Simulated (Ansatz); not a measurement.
fcc Rh (0 0 1) on silicon (0 0 1) (film strained to the substrate, started from cuts of the bulks and a machine-learned relaxation; slabs Si12 and Rh12, which can lie off the formulas)

A periodic stack without vacuum, fcc Rh (0 0 1) on silicon (0 0 1) (film strained to the substrate, started from cuts of the bulks and a machine-learned relaxation; slabs Si12 and Rh12, which can lie off the formulas): substrate slab Si12, film Rh12, surface cells [[1, 0], [1, 1]] and [[0, -1], [2, 1]], film strained by +1.0 and +1.0 %, outermost planes Si/Si and Rh/Rh as cut, which need not be the usual terminations and can put a slab off its formula.

The start was prepared with a machine-learned potential, and the result is one local minimum, with the in-plane cell held and forces under 0.04 eV/Å; the film can end far from its bulk form.

These are PBE (plane waves to 420 eV, PAW; Ansatz, a first-principles code) values and carry that method's errors. Spin–orbit coupling is left out; the runs are not spin-polarised; PBE gaps are too small against experiment. Its k-point mesh 8×8×1, Fermi–Dirac width 0.05 eV.

- interface area = 15.0 Å²
- period = 27.23 Å
- heights between the nearest atoms of the two slabs at the two interfaces = 1.29 and 1.29 Å
- Rh–Si contacts across the interfaces within 1.22 times the sum of covalent radii = 10, mean 2.42 Å
- hole barrier (PBE) = 0.27 eV
- electron barrier (PBE) = 0.34 eV

```
CELL_PARAMETERS angstrom
      3.86787    -0.00001     0.06552
     -0.00062     3.86702     0.10842
     -0.46092    -0.80538    27.21328
ATOMIC_POSITIONS crystal
  Si 0.05330 0.17902 0.07205
  Si 0.55333 0.19341 0.02245
  Si 0.55370 0.68071 0.17139
  Si 0.05370 0.67918 0.12116
  Si 0.05346 0.18040 0.27182
  Si 0.55346 0.18111 0.22157
  Si 0.55343 0.68157 0.37226
  Si 0.05343 0.68094 0.32200
  Si 0.05358 0.18287 0.47273
  Si 0.55358 0.18231 0.42247
  Si 0.55337 0.68768 0.57150
  Si 0.05341 0.68368 0.52188
  Rh 0.05333 0.18878 0.69158
  Rh 0.55332 0.68850 0.69383
  Rh 0.55333 0.18808 0.62365
  Rh 0.05337 0.68776 0.61897
  Rh 0.05337 0.19050 0.83234
  Rh 0.55334 0.69129 0.83202
  Rh 0.55332 0.18980 0.76200
  Rh 0.05332 0.68957 0.76165
  Rh 0.05341 0.19004 0.97506
  Rh 0.55325 0.69103 0.97027
  Rh 0.55335 0.19078 0.90021
  Rh 0.05335 0.69071 0.90239
```
